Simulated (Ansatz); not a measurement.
End structure of a constructed model of the (100) surface of fcc Pt, a layer of Cu in place of the second plane (bottom of the slab: a bare face, its two planes held):

```
CELL_PARAMETERS angstrom
      2.80721     0.00000     0.00000
      0.00000     2.80721     0.00000
      0.00000     0.00000    26.00000
ATOMIC_POSITIONS crystal
  Pt 0.50000 0.50000 0.31006
  Pt 0.00000 0.00000 0.38640
  Pt 0.50000 0.50000 0.46239
  Pt 0.00000 0.00000 0.53890
  Cu 0.50000 0.50000 0.60803
  Pt 0.00000 0.00000 0.67470
```

Model: 6-atom slab, 9.9 Å thick at the start (thin: gaps and levels are the slab's own), 13x13x1 mesh, Fermi-Dirac 0.1 eV, dipole correction, 2 atoms held, the rest relaxed; start symmetry kept, larger cells not searched; no spin, no spin-orbit, no U. It is one candidate, not shown to be the stable structure of the face.

Task: What is the computed work function of the top face (PBE (Ansatz, a program for electronic structure))?

Result: 5.67 eV
